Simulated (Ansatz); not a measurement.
Input:

```
CELL_PARAMETERS angstrom
      0.00000     3.65636     3.65636
      3.65636     0.00000     3.65636
      3.65636     3.65636     0.00000
ATOMIC_POSITIONS crystal
  K  0.25000 0.25000 0.25000
  K  0.75000 0.75000 0.75000
  S  0.00000 0.00000 0.00000
```

No spin polarisation.

Calculations: Kohn–Sham DFT with the PBE functional, run in Ansatz (an electronic-structure program) with PAW and 420 eV plane waves, scalar-relativistic without spin-orbit coupling. k-mesh 8×8×8 (Γ-centred); smearing 0.05 eV (Fermi–Dirac).

Predict the width of the top valence band, band gap and space group.


* **Width of the top valence band**: 0.23 eV
* **Band gap**: 2.48 eV
* **Space group**: Fm-3m (No. 225)

The cells carry an imposed strain or load. Stability against distortions was not tested. The cell was made from K2S in the anti-fluorite structure (space group Fm-3m, No. 225) by this change: isotropic strain −2.00 %.
